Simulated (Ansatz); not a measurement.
An Ansatz (an electronic-structure program) input (Kohn–Sham DFT with the r2SCAN functional, run in Ansatz with PAW and 500 eV plane waves, without spin-orbit coupling, earlier PAW set):

Ansatz 0.2 input:
```yaml
crystal:
  lattice:
    - [2.7577017295, 0, 0]
    - [-1.3788508647, 2.3882397538, 0]
    - [0, 0, 4.4625475767]
  atoms:
    - { symbol: Re, position: [0.3333333333, 0.6666666667, 0.75] }
    - { symbol: Re, position: [0.6666666667, 0.3333333333, 0.25] }
basis: { ecutwfc: 500, ecutrho_ratio: 4, xc_grid: 4, fft_grid_basis: typed }
kpoints: { mp_grid: { grid: [19, 19, 11] } }
hamiltonian:
  xc: r2scan
  dispersion: none
  pseudopotentials: { azcp: { folder: ./paw }, kind: paw }
scf: { occupations: { method: fermi_dirac, width: 0.05 }, convergence: { dr2_threshold: 0.0000000002 } }
output: { forces: true, stress: true }
checkpoint: { write: state.ck, write_every: 1000 }
```

**Question.** Which symmetry and how many k-points will the program report, and about how many plane waves at Γ?

**Answer.** Space group P63/mmc (ITA 194) with 24 operations, k-points 240 of 3971, and 713 plane waves at Γ.

Whether these cells are dynamically stable was not tested. The final runs are not spin-polarised. The cell was made from Ru by this change: Ru → Re.
